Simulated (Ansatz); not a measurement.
A hypothetical phase is included: elements placed on a structure type, which no database files for this compound.

The decay constant κ of evanescent states in the gap governs leakage through a thin film.

```
O2Si
1.0
    4.69791     0.00000     0.00000
    0.00000     5.00959     0.00000
    0.00000     0.00000     8.31399
Si O
8 16
Direct
  0.87295   0.88846   0.12787
  0.37295   0.11154   0.37213
  0.62705   0.38846   0.87213
  0.12705   0.61154   0.62787
  0.12705   0.11154   0.87213
  0.62705   0.88846   0.62787
  0.37295   0.61154   0.12787
  0.87295   0.38846   0.37213
  0.18048   0.84914   0.01001
  0.68048   0.15086   0.48999
  0.31952   0.34914   0.98999
  0.81952   0.65086   0.51001
  0.81952   0.15086   0.98999
  0.31952   0.84914   0.51001
  0.68048   0.65086   0.01001
  0.18048   0.34914   0.48999
  0.54361   0.88787   0.23236
  0.04361   0.11213   0.26764
  0.95639   0.38787   0.76764
  0.45639   0.61213   0.73236
  0.45639   0.11213   0.76764
  0.95639   0.88787   0.73236
  0.04361   0.61213   0.23236
  0.54361   0.38787   0.26764
```

The cell was relaxed by PBE-D3(BJ); by r2SCAN it stands under a pressure of -4.6 GPa.

Transport runs along the normal of the first two printed cell vectors.

The gap is the functional's own, uncorrected, and κ follows it; spin-orbit coupling is left out. Mid-gap means the computed energy nearest the middle.

Q: Compute, with r2SCAN run with Ansatz (a first-principles code), the band gap and the smallest decay constant κ at mid-gap.

A: Gap 6.62 eV on a 6×6×4 mesh; κ = 0.409 1/Å, at the zone centre.
